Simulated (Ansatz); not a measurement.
Consider NbP in the CsCl type structure (space group Pm-3m, No. 221; a = 3.079 Å; a hypothetical phase, not in the database extracts checked; relaxed with 0.1 eV smearing). Axes: x, y, z lie along the cube axes.

Level of theory: PBEsol (Ansatz, an electronic-structure program; PAW; 420 eV plane waves; spin-orbit coupling left out).

Base values:

The volume per atom comes out as 14.60 Å³.

Modification: tensile biaxial strain of 2.19 % in the plane normal to [001], as in epitaxy on a mismatched substrate; the out-of-plane cell vector and the atoms relax.

**Question.** What happens to the energy relative to the base and volume per atom?

**Answer.** The energy rises by 18 meV/atom; the volume per atom rises by 0.46 Å³ (14.60 Å³ → 15.06 Å³).

Stability against distortions was not tested. The final runs are not spin-polarised.
